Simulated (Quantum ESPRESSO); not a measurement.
Short convergence ladders for Cs (Im-3m, 1 atom in the cell)

```yaml
crystal:
  lattice:
    - [-3.03475, 3.03475, 3.03475]
    - [3.03475, -3.03475, 3.03475]
    - [3.03475, 3.03475, -3.03475]
  atoms:
    - { symbol: Cs, position: [0.00000, 0.00000, 0.00000] }
```

Base method: PBEsol, PseudoDojo standard norm-conserving (PBESOL) pseudopotentials (plane waves; Quantum ESPRESSO).

Base settings: ecutwfc = 50 Ry; occupations = smearing; smearing = gauss; degauss = 0.0073499 Ry; potentials = {Cs: Cs.upf}; K_POINTS = automatic 8 8 8 0 0 0; conv_thr = 1e-09 Ry.

The count of work is k-points × plane waves × bands × iterations; it is no time. Core times come from one kind of shared machine, to one figure; runs under 30 s give none.

**The k-point mesh at a smearing width of 0.3 eV**

In this ladder: degauss = 0.02205 Ry.

Only quantities that move along the ladder and can be compared are tabulated.

```csv
K_POINTS,free energy less the last step's (meV/atom),pressure (GPa),count of work / last,core time / last (rough)
automatic 3 3 3 0 0 0,-59.71,-0.13,0.021,–
automatic 4 4 4 0 0 0,18.77,-0.04,0.041,–
automatic 5 5 5 0 0 0,-4.83,-0.07,0.051,–
automatic 7 7 7 0 0 0,-0.86,-0.06,0.10,–
automatic 10 10 10 0 0 0,0.09,-0.06,0.24,0.2
automatic 15 15 15 0 0 0,0.00,-0.06,0.62,0.7
automatic 18 18 18 0 0 0,0.00,-0.06,1.0,1
```

Coarsest K_POINTS that holds the pressure within 0.05 GPa of the last step, with all finer ones: automatic 4 4 4 0 0 0, at 0.041 of the last step's count of work; the step before is off by 0.07 GPa.

Coarsest K_POINTS that holds the free energy within 0.5 meV/atom of the last step, with all finer ones: automatic 10 10 10 0 0 0, at 0.24 of the last step's count of work and about 0.2 of the last step's time; the step before is off by 0.86 meV/atom.

**The width of cold smearing**

In this ladder: smearing = cold; K_POINTS = automatic 13 13 13 0 0 0.

Narrow widths need finer meshes than wide ones, so the last steps can hold mesh noise.

Only quantities that move along the ladder and can be compared are tabulated; pressure and forces are left out, as mesh noise rules them at narrow widths.

```csv
degauss,free energy less the last step's (meV/atom),core time / last (rough)
0.073499 Ry,-84.71,1
0.036749 Ry,-12.82,1
0.02205 Ry,-2.70,1
0.0147 Ry,-0.33,1
0.0073499 Ry,0.00,1
```

Widest degauss that holds the free energy within 1 meV/atom of the last step, with all finer ones: 0.0147 Ry; the step before is off by 2.7 meV/atom.

On the base run: the starting cell has typed, rounded lattice constants, without a prior relaxation at this level. Its lattice was rescaled by up to half a per cent.

Left out of this page: 2 runs of the series outside the window shown, repeating another row's setting, or not comparable.
